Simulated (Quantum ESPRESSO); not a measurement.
# Zone-centre phonon calculation of ZrC (Fm-3m, 2 atoms in the cell) at several settings

```xyz
2
Lattice="0.0000 2.4102 2.4102 2.4102 0.0000 2.4102 2.4102 2.4102 0.0000" Properties=species:S:1:pos:R:3 pbc="T T T"
Zr     0.0000     0.0000     0.0000
C      2.4102     2.4102     2.4102
```

Base: PBE, SSSP 1.1.2 efficiency (PBE) pseudopotentials (Quantum ESPRESSO). Its settings: ecutwfc = 45 Ry; ecutrho = 360 Ry; occupations = smearing; smearing = marzari-vanderbilt; degauss = 0.019992 Ry; potentials = {Zr: Zr_pbe_v1.uspp.F.UPF, C: C.pbe-n-kjpaw_psl.1.0.0.UPF}; K_POINTS = automatic 16 16 16 0 0 0; conv_thr = 1e-10 Ry. Starting volume 14.00 Å³ per atom.

Each line gives the change from the base single point and the result:

- K_POINTS: automatic 16 16 16 0 0 0 → automatic 10 10 10 0 0 0; ph.x.tr2_ph: default → 1e-14; ph.x.fildyn: default → dyn.G; dynmat.x.fildyn: default → dyn.G; dynmat.x.asr: default → crystal: pressure -13.60 GPa; zone-centre frequencies (cm⁻¹; negative means imaginary) 0, 0, 0, 340, 340, 340.
- ecutwfc: 45 Ry → 31 Ry; ecutrho: 360 Ry → 248 Ry; ph.x.tr2_ph: default → 1e-14; ph.x.fildyn: default → dyn.G; dynmat.x.fildyn: default → dyn.G; dynmat.x.asr: default → crystal: pressure -15.63 GPa; zone-centre frequencies (cm⁻¹; negative means imaginary) 0, 0, 0, 354, 354, 354.
- conv_thr: 1e-10 Ry → 7.3e-06 Ry; ph.x.tr2_ph: default → 1e-14; ph.x.fildyn: default → dyn.G; dynmat.x.fildyn: default → dyn.G; dynmat.x.asr: default → crystal: zone-centre frequencies (cm⁻¹; negative means imaginary) 0, 0, 0, 354, 354, 354.

The starting cell comes from a database of computed structures (which also holds hypothetical and non-ambient phases and stackings), without a prior relaxation at this level. Its lattice was rescaled by a random factor within 2.5 % of one. In the base run, with a pressure of about -14 GPa the cell is away from its equilibrium volume at this level.

Frequencies and response belong to this unrelaxed cell, and polar modes hold no LO-TO splitting.
